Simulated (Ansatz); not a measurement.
The parent structure is Pd in the fcc (Cu type) structure (space group Fm-3m, No. 225; a = 3.9455 Å; relaxed with 0.1 eV smearing).

Calculations: Kohn–Sham DFT with the PBE functional, run in Ansatz (a program for electronic structure) with PAW and 420 eV plane waves, no spin-orbit coupling.

For the base:

| Quantity | Value |
|---|---|
| Pressure | 0.0 GPa |
| Band gap | zero |

One thing is altered: every lattice vector is stretched by 0.50 %, atoms relaxed at fixed cell.

Task: What does the calculation give for the energy relative to the base, pressure and band gap after the change?

Result: The energy increases by 1.8 meV/atom; the pressure goes from zero to -2.4 GPa; the band gap is still zero.

The cells carry an imposed strain or load. Whether these cells are dynamically stable was not tested. All final runs are without spin polarisation.
